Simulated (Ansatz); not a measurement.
The starting structures come from a database of crystals and need not be the phases stable at ambient conditions.

Data:

```
CELL_PARAMETERS angstrom
      3.68318     0.00000     0.00000
     -1.84159     3.18973     0.00000
      1.84159     1.06324     3.00730
ATOMIC_POSITIONS crystal
  Mg 0.00000 0.00000 0.00000
  S  0.00000 0.50000 0.50000
```

Space group of this cell: Fm-3m, rock salt. The cell is taken as given.

All values below come from r2SCAN (plane waves, PAW; Ansatz, a program for electronic structure).

The current runs along the normal of the first two printed vectors; no spin-orbit coupling. Scaled by the factor s: both lengths across the current (ions clamped). Meshes 12×12×12 and 12×12 across the current in all rows.

```csv
s,mean pressure (GPa),slowest mid-gap decay constant κ (1/Å)
0.98,3.2,0.250
1.00,-0.3,0.241
1.02,-3.1,?
```

Q: Take the slope of the slowest mid-gap decay constant κ against ln s from the two given rows, extrapolate to s = 1.02, and say what the run there gives.

A: Slope = (0.250 − 0.241) / ln 0.98 = -0.445 1/Å. The line gives 0.241 + (-0.445) × ln 1.02 = 0.232 1/Å. The run gives 0.233 1/Å, 0.001 1/Å over the line, 9 % of the predicted step.
